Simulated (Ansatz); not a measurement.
CsCl-type CuZn, treated with HSE06-D3(BJ) (Ansatz, a program for electronic structure, plane waves, PAW).

Numerical settings: plane-wave cutoff 460 eV, 10×10×10 k mesh, Fermi–Dirac smearing 0.05 eV, no spin polarisation, scalar-relativistic PAW data made under PBE.

A third-order Birch–Murnaghan fit to the energies gives V0 = 12.161 Å³/atom, B0 = 135 GPa, B′ = 4.8.

```tsv
V (Å³/atom)	P (GPa)
11.554	___
11.858	___
12.162	-0.02
12.363	-2.14
12.770	___
```

**Question.** Estimate the withheld pressures from this fit; the answers are the runs' own values.

**Answer.** 
- 11.554, P (GPa): 7.82
- 11.858, P (GPa): 3.61
- 12.770, P (GPa): -5.85

The formula P = (3/2) B0 (x^(7/3) − x^(5/3)) [1 + (3/4)(B′ − 4)(x^(2/3) − 1)] with x = V0/V meets the computed pressures within 0.02 GPa when these rounded values are put in.

Measured, for comparison: bulk modulus 116 GPa (temperature not stated, no zero-point or thermal correction; as tabulated in Nepal et al. (2020), arXiv:2007.11150); equilibrium volume per atom 12.93 Å³/atom (temperature not stated, no zero-point or thermal correction; as tabulated in First-Principles Study on the Electrical and Thermal Conductivities of Cu–Zn …). Computed (rounded) less measured: bulk modulus +16 %, equilibrium volume per atom -6.0 %.

Note: the run has no spin polarisation, so it can have missed a magnetic state.

Static lattice: no zero-point or thermal effects.

It cost about 21 core-minutes (a rough figure) of CPU time.
